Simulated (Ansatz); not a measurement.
Abridged Ansatz (a quantum-chemistry and plane-wave program) output:

```
Relaxation: its limit of steps is 50 (relax.max_steps)
Pseudopotential: Mo, paw, valence charge 14
Pseudopotential: S, paw, valence charge 6
Crystal: 3 atoms, lattice volume = 51.897 Å³
Basis set: ecut = 500 eV, 1307 PW (Γ), exchange–correlation on 192×192×192 points (64 copies of the dense FFT grid, shifted against one another)
Bands: 17, of which v1, the nominal top of the filled ones, is band 13 counted from 1 (12 counted from 0)
Symmetry: 6 space group operations
k-points: 189 of 1728 (time reversal used)
Functional: x = r2scan, c = r2scan + rvv10(b = 11.95, C = 0.0093); τ floored in thin density (d = 2e-4 eV/Å³)
SCF iter   1: F=—  HF=-6779.505863 eV  |F-HF|=—  |Δ(HF+E_count)|=         —  Δρ=1.04e-2  dr2=7.47e-2  dr2_τ=5.40e-2  ethr=1.77e-3  ⟨swp⟩=6.0  Hψ=18143  notcnv=0
SCF iter   2: F=—  HF=-6779.585300 eV  |F-HF|=—  |Δ(HF+E_count)|=   7.94e-2  Δρ=1.28e-2  dr2=2.47e-1  dr2_τ=1.57e-2  ethr=2.87e-4  ⟨swp⟩=3.7  Hψ=8184  notcnv=0  recentre
SCF 1 converged in 11 iterations: F = -6779.551758 eV  dr2 = 3.23e-11
relax step   1: F+E_penalty+E_count = -6779.55175787 eV  Δ(F+E_penalty+E_count) = +0.000e0 eV  max|allowed force component| = 7.197e-1 eV/Å  Δτ_max = 0.0000 Å  (11 SCF iters, accepted)
Crystal: 3 atoms, lattice volume = 51.897 Å³
SCF iter   1: F=—  HF=-6779.566904 eV  |F-HF|=—  |Δ(HF+E_count)|=         —  Δρ=3.84e-3  dr2=6.77e-3  dr2_τ=1.72e-2  ethr=2.69e-5  ⟨swp⟩=1.4  Hψ=14349  notcnv=0
SCF iter   2: F=—  HF=-6779.571494 eV  |F-HF|=—  |Δ(HF+E_count)|=   4.59e-3  Δρ=2.55e-3  dr2=7.51e-3  dr2_τ=5.81e-4  ethr=2.60e-5  ⟨swp⟩=2.0  Hψ=5670  notcnv=0
SCF 2 converged in 10 iterations: F = -6779.570639 eV  dr2 = 4.66e-11
relax step   2: F+E_penalty+E_count = -6779.57063930 eV  Δ(F+E_penalty+E_count) = -1.888e-2 eV  max|allowed force component| = 3.074e-1 eV/Å  Δτ_max = 0.0476 Å  (10 SCF iters, accepted)
Crystal: 3 atoms, lattice volume = 51.897 Å³
SCF iter   1: F=—  HF=-6779.574356 eV  |F-HF|=—  |Δ(HF+E_count)|=         —  Δρ=1.19e-3  dr2=6.39e-4  dr2_τ=1.67e-3  ethr=2.54e-5  ⟨swp⟩=3.1  Hψ=9277  notcnv=0
SCF iter   2: F=—  HF=-6779.575240 eV  |F-HF|=—  |Δ(HF+E_count)|=   8.85e-4  Δρ=7.68e-4  dr2=6.51e-4  dr2_τ=5.25e-5  ethr=2.46e-6  ⟨swp⟩=2.0  Hψ=6426  notcnv=0
SCF 3 converged in 9 iterations: F = -6779.575123 eV  dr2 = 3.49e-11
relax step   3: F+E_penalty+E_count = -6779.57512318 eV  Δ(F+E_penalty+E_count) = -4.484e-3 eV  max|allowed force component| = 4.248e-3 eV/Å  Δτ_max = 0.0149 Å  (9 SCF iters, accepted)
Crystal: 3 atoms, lattice volume = 51.897 Å³
SCF iter   1: F=—  HF=-6779.575123 eV  |F-HF|=—  |Δ(HF+E_count)|=         —  Δρ=3.19e-7  dr2=3.49e-11  dr2_τ=5.52e-12  ethr=1.00e-12  ⟨swp⟩=2.3  Hψ=18777  notcnv=0
SCF iter   2: F=-6779.575123 eV  HF=-6779.575123 eV  |F-HF|=3.64e-12  |Δ(HF+E_count)|=  1.64e-11  Δρ=1.53e-7  dr2=8.60e-12  dr2_τ=9.18e-13  ethr=1.00e-12  ⟨swp⟩=4.0  Hψ=10264  notcnv=0
SCF 4 converged in 2 iterations: F = -6779.575123 eV  dr2 = 8.60e-12
SCF converged after 2 iterations
Free energy (F): -6779.575123 eV
Internal energy: -6779.575123 eV  (E = F + TS)
E sigma→0 (E₀):  -6779.575123 eV
Entropy (-TS):   -0.000000 eV (-0.000 meV/atom)
Fermi energy:    11.764037 eV
--- Forces (eV/Å), atoms counted from 1 ---
  atom   1  Mo     0.00000000     0.00000000     0.00091533
  atom   2  S     -0.00000000     0.00000000     0.00333454
  atom   3  S      0.00000000     0.00000000    -0.00425085
--- Stress (GPa, compression-positive) ---
        4.570335       0.000000       0.000000
        0.000000       4.570335      -0.000000
        0.000000      -0.000000       1.216453
  P = ⅓ Tr σ = 3.4524 GPa (34.524 kbar)
--- Relaxed structure (3 steps of the walk, 3 accepted, 0 SCFs on fresh bases) ---
  atoms:
    - { symbol: Mo, position: [1.0743956769514901e-5, 1.0743956769514901e-5, 1.0743956769514901e-5] }
    - { symbol: S, position: [0.7520775263430372, 0.7520775263430372, 0.7520775263430372] }
    - { symbol: S, position: [0.5812117298001934, 0.5812117298001934, 0.5812117298001934] }
```

What was computed, and what are the main results?

MoS2, 3 atoms in the cell, with Ansatz r2SCAN+rVV10, without spin-orbit coupling. The last SCF converged to F = -6779.575123 eV, or -2259.8584 eV per atom, at a pressure of 3.45 GPa. The total energy compares only with runs of the same code, potentials and settings.

The cells carry an imposed strain or load. No phonon test of stability was made. The cell was made from MoS2 in the 3R-MoS2 type structure (space group R3m, No. 160; layered, stacked along the Cartesian z axis) by this change: isotropic strain −1.37 %.

Keys are those of Ansatz 0.2.
